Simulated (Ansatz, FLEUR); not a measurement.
An Ansatz (a first-principles code) input for a self-consistent single point of FeNi3 (Pm-3m, 4 atoms in the cell) (DFT, PBE, plane waves, default PAW files):

Ansatz 0.2 input:
```yaml
crystal:
  lattice:
    - [3.497319, 0.000000, 0.000000]
    - [0.000000, 3.497319, 0.000000]
    - [0.000000, 0.000000, 3.497319]
  atoms:
    - { symbol: Fe, position: [0.000000, 0.000000, 0.000000], spin: 4.0 }
    - { symbol: Ni, position: [0.000000, 0.500000, 0.500000], spin: 2.0 }
    - { symbol: Ni, position: [0.500000, 0.000000, 0.500000], spin: 2.0 }
    - { symbol: Ni, position: [0.500000, 0.500000, 0.000000], spin: 2.0 }
kpoints:
  mp_grid: { grid: [9, 9, 9] }
hamiltonian:
  xc: pbe
  pseudopotentials: { kind: paw }
magnetization:
  spin_polarized: true
scf:
  occupations: { method: fermi_dirac, width: 0.136 }
output:
  forces: true
  eigenvalues: true
  stress: true
```

### Question
Give the FLEUR input for the same structure, mesh, smearing and functional.

### Answer
This is the input that was run; spellings and numerical settings could be chosen otherwise.

Input of the input generator:

```
scf FeNi3
&input film=f /
6.6089750805 0.0000000000 0.0000000000
0.0000000000 6.6089750805 0.0000000000
0.0000000000 0.0000000000 6.6089750805
1.0
1.0 1.0 1.0

4
26 0.0000000000 0.0000000000 0.0000000000 : 4.00
28 0.0000000000 0.5000000000 0.5000000000 : 2.00
28 0.5000000000 0.0000000000 0.5000000000 : 2.00
28 0.5000000000 0.5000000000 0.0000000000 : 2.00

&comp jspins=2 /
&kpt div1=9 div2=9 div3=9 /
&end /
```

```xml
<?xml version="1.0" encoding="UTF-8" standalone="no"?>
<fleurInput fleurInputVersion="0.39">
   <comment>
      scf FeNi3                                                                                           
   </comment>
   <calculationSetup>
      <cutoffs Kmax="3.5" Gmax="12.2" GmaxXC="12.2" numbands="0"/>
      <scfLoop itmax="100" minDistance="0.00001" maxIterBroyd="15" imix="Anderson" alpha="0.05" precondParam="0.0" spinf="2.0"/>
      <coreElectrons ctail="T" frcor="F" kcrel="0" coretail_lmax="0"/>
      <xcFunctional name="pbe" relativisticCorrections="F"/>
      <magnetism jspins="2"/>
      <soc l_soc="F" theta="0.0" phi="0.0" spav="F"/>
      <expertModes spex="0" secvar="F"/>
      <geometryOptimization l_f="T" forcealpha="1.0" forcemix="BFGS" epsdisp="0.00001" epsforce="0.00001"/>
      <ldaU l_linMix="F" mixParam="0.05" spinf="1.0"/>
   </calculationSetup>
   <cell>
      <bzIntegration valenceElectrons="64.0" mode="hist" fermiSmearingEnergy="0.00499791">
         <kPointListSelection listName="default-1"/>
         <!-- k-points included here -->
         <xi:include xmlns:xi="http://www.w3.org/2001/XInclude" href="kpts.xml"> </xi:include>
      </bzIntegration>
      <!-- symmetry operations included here -->
      <xi:include xmlns:xi="http://www.w3.org/2001/XInclude" href="sym.xml"> </xi:include>
      <bulkLattice scale="1.0">
         <bravaisMatrix>
            <row-1>    6.6089750804999996     0.0000000000000000     0.0000000000000000</row-1>
            <row-2>    0.0000000000000000     6.6089750804999996     0.0000000000000000</row-2>
            <row-3>    0.0000000000000000     0.0000000000000000     6.6089750804999996</row-3>
         </bravaisMatrix>
      </bulkLattice>
   </cell>
   <atomSpecies>
      <species name="Iron (Fe) 4.000" element="Fe" atomicNumber="26">
         <mtSphere radius="2.22" gridPoints="767" logIncrement="0.016"/>
         <atomicCutoffs lmax="8" lnonsphr="6"/>
         <electronConfig flipSpins="F">
            <coreConfig>(1s1/2) (2s1/2) (2p1/2) (2p3/2)</coreConfig>
            <valenceConfig>(3s1/2) (3p1/2) (3p3/2) (4s1/2) (3d3/2) (3d5/2)</valenceConfig>
            <stateOccupation state="(3d3/2)" spinUp="2.0" spinDown="0.4"/>
            <stateOccupation state="(3d5/2)" spinUp="3.0" spinDown="0.6"/>
         </electronConfig>
         <energyParameters s="4" p="4" d="3" f="4"/>
         <lo type="SCLO" l="0" n="3" eDeriv="0"/>
         <lo type="SCLO" l="1" n="3" eDeriv="0"/>
      </species>
      <species name="Nickel (Ni2.000" element="Ni" atomicNumber="28">
         <mtSphere radius="2.22" gridPoints="767" logIncrement="0.016"/>
         <atomicCutoffs lmax="8" lnonsphr="6"/>
         <electronConfig flipSpins="F">
            <coreConfig>(1s1/2) (2s1/2) (2p1/2) (2p3/2) (3s1/2)</coreConfig>
            <valenceConfig>(3p1/2) (3p3/2) (4s1/2) (3d3/2) (3d5/2)</valenceConfig>
            <stateOccupation state="(3d3/2)" spinUp="2.0" spinDown="1.2"/>
            <stateOccupation state="(3d5/2)" spinUp="3.0" spinDown="1.8"/>
         </electronConfig>
         <energyParameters s="4" p="4" d="3" f="4"/>
         <lo type="SCLO" l="1" n="3" eDeriv="0"/>
      </species>
   </atomSpecies>
   <atomGroups>
      <atomGroup species="Iron (Fe) 4.000">
         <relPos label="                   1">.0000000000 .0000000000 .0000000000</relPos>
         <force calculate="T" relaxXYZ="TTT"/>
      </atomGroup>
      <atomGroup species="Nickel (Ni2.000">
         <relPos label="                   2">.0000000000 1.000/2.000 1.000/2.000</relPos>
         <relPos label="                   3">1.000/2.000 .0000000000 1.000/2.000</relPos>
         <relPos label="                   4">1.000/2.000 1.000/2.000 .0000000000</relPos>
         <force calculate="T" relaxXYZ="TTT"/>
      </atomGroup>
   </atomGroups>
   <output dos="F" band="F" slice="F">
      <checks vchk="F" cdinf="F"/>
      <bandDOS minEnergy="-.5*Htr" maxEnergy="0.5*Htr" sigma="0.015" storeEVData="T"/>
      <vacuumDOS vacdos="F" integ="F" star="F" nstars="0" locx1="0.0" locy1="0.0" locx2="0.0" locy2="0.0" nstm="0" tworkf="0.0"/>
      <unfoldingBand unfoldBand="F" supercellX="1" supercellY="1" supercellZ="1"/>
      <plotting iplot="0" polar="F">
         <plot TwoD="T" vec1="  1.0  0.0  0.0" vec2="  0.0  1.0  0.0" vec3="  0.0  0.0  1.0" zero="  0.0  0.0  0.0" file="plot"/>
      </plotting>
      <chargeDensitySlicing numkpt="0" minEigenval="0.0" maxEigenval="0.0" nnne="0" pallst="F"/>
      <specialOutput eonly="F"/>
      <magneticCircularDichroism mcd="F" energyLo="-10.0" energyUp="0.0"/>
   </output>
  <!-- We include the file relax.xml here to enable relaxations (see documentation) -->
  <xi:include xmlns:xi="http://www.w3.org/2001/XInclude" href="relax.xml"> <xi:fallback/> </xi:include>
</fleurInput>
```

Basis settings and potentials, where a program has them, do not carry over. This input uses DFT, PBE, all-electron FLAPW (FLEUR), scalar-relativistic valence. Both were run: size of the net moment 1.17 μB/atom in Ansatz and 1.16 in FLEUR.

On Ansatz: the starting cell comes from a database of computed structures (which also holds hypothetical and non-ambient phases and stackings), without a prior relaxation at this level. Its lattice was rescaled by a random factor within 2.5 % of one. For this run, on top of that: lattice scaled by 0.98. The magnetic order is the one reached from the typed start; others were not searched systematically. With a pressure of about 9 GPa the cell is away from its equilibrium volume at this level.

On FLEUR: the starting cell comes from a database of computed structures (which also holds hypothetical and non-ambient phases and stackings), without a prior relaxation at this level. Its lattice was rescaled by a random factor within 2.5 % of one. For this run, on top of that: lattice scaled by 0.98. The magnetic order is the one reached from the typed start; others were not searched systematically. Values depend on the basis (sphere radii, cutoffs, local orbitals), which need not be converged.
